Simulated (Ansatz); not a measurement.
Abridged Ansatz (a first-principles code) output:

```
Pseudopotential: Sn, paw, valence charge 14
Pseudopotential: Ir, paw, valence charge 17
Crystal: 4 atoms, lattice volume = 76.794 Å³
Basis set: ecut = 420 eV, 1519 PW (Γ), exchange–correlation on 54×54×80 points (8 copies of the dense FFT grid, shifted against one another)
Bands: 36, of which v1, the nominal top of the filled ones, is band 31 counted from 1 (30 counted from 0)
Symmetry: 24 space group operations
k-points: 120 of 1764
Functional: x = pbesol(κ = 0.804, μ = 0.12345679012345678), c = pbesol(β = 0.046)
SCF iter   1: F=—  HF=-35498.460133 eV  |F-HF|=—  |Δ(HF+E_count)|=         —  Δρ=4.83e-3  dr2=1.15e-2  ethr=1.77e-3  ⟨swp⟩=6.6  Hψ=17242  notcnv=0
SCF iter   2: F=—  HF=-35498.456710 eV  |F-HF|=—  |Δ(HF+E_count)|=   3.42e-3  Δρ=2.46e-3  dr2=3.23e-3  ethr=1.85e-5  ⟨swp⟩=2.0  Hψ=7688  notcnv=0  defer=7
SCF 1 converged in 8 iterations: F = -35498.455891 eV  dr2 = 1.43e-10
SCF converged after 8 iterations
Free energy (F): -35498.455891 eV
Internal energy: -35498.442830 eV  (E = F + TS)
E sigma→0 (E₀):  -35498.449360 eV
Entropy (-TS):   -0.013061 eV (-3.265 meV/atom)
Fermi energy:    16.414869 eV
--- Forces (eV/Å), atoms counted from 1 ---
  atom   1  Sn    -0.00000000     0.00000000     0.00000000
  atom   2  Sn     0.00000000    -0.00000000     0.00000000
  atom   3  Ir     0.00000000    -0.00000000     0.00000000
  atom   4  Ir    -0.00000000     0.00000000     0.00000000
--- Stress (GPa, compression-positive) ---
        0.000649       0.000000       0.000000
        0.000000       0.000649       0.000000
        0.000000       0.000000       0.000478
  P = ⅓ Tr σ = 0.0006 GPa (0.006 kbar)
```

Task: What was computed, and what are the main results?

Result: SnIr, 4 atoms in the cell, with plane-wave PAW DFT at the PBEsol level (Ansatz, 420 eV), no spin-orbit coupling. The last SCF converged to F = -35498.455891 eV, or -8874.6140 eV per atom, at a pressure of 0.00 GPa. The total energy compares only with runs of the same code, potentials and settings.

Whether these cells are dynamically stable was not tested. All final runs are without spin polarisation. The cell was made from SnAu by this change: Au → Ir; the result is a model cell.
